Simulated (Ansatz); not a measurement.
Amorphous Si$_{24}$O$_{48}$Ag$_{3}$, 75 atoms at 2.57 g/cm³, one PBE-relaxed geometry, zone centre. Methods: PBE, scalar-relativistic without spin-orbit coupling (Ansatz, a program for electronic structure); r2SCAN, scalar-relativistic without spin-orbit coupling (Ansatz); HSE06, scalar-relativistic without spin-orbit coupling (Ansatz). Plane waves to 420 eV (r2SCAN 500 eV); exact exchange is cut at the cell's faces. In the spin-polarised cell the level spacing at the Fermi energy can part levels of unlike spin. At PBE the levels at both edges of the gap are localised (band-tail or defect states), and the nearest spread-out levels lie 2.6 eV apart at the zone centre.

It comes from a melt-quench run on a machine-learned potential (CHGNet), relaxed afterwards by DFT. O atoms were pushed apart under 1.9 Å during the dynamics, to hinder bonds among them. The hot cell started wider than the set density and was brought back towards it in steps. It is the lowest in DFT energy of 2 quenches. It is a model cell: composition and starting density were chosen by hand, and all elements were melted together. No dispersion term was used. Its density started from a set value of 2.57 and ended at 2.57 g/cm³. The simulated quench (nominally 480 K/ps over its main leg) is rapid and tends to freeze in more defects than a deposited or slowly cooled glass has. One small periodic cell is one sample of the glass; other quenches scatter about these values. The volume was held where the preparation left it, at a PBE pressure of -0.9 GPa (tension). Stress components on the final sampling reach 3.5 GPa.

The relaxation ran on the zone centre alone. At PBE the level spacing at the Fermi energy is 1.53 eV on a 2×2×2 Γ-centred mesh, and the spacing at the zone centre alone 1.53 eV.

Q: What zone-centre spacing does r2SCAN give, roughly?

A: 2.16 eV (+0.63 eV against PBE).

Q: What zone-centre spacing does HSE06 give, roughly?

A: 2.82 eV (+1.29 eV against PBE).

The highest filled and the lowest empty state spread over these numbers of atoms (participation numbers): PBE: 3.7 and 5.6; r2SCAN: 4.8 and 8.9; HSE06: 4.7 and 6.3.
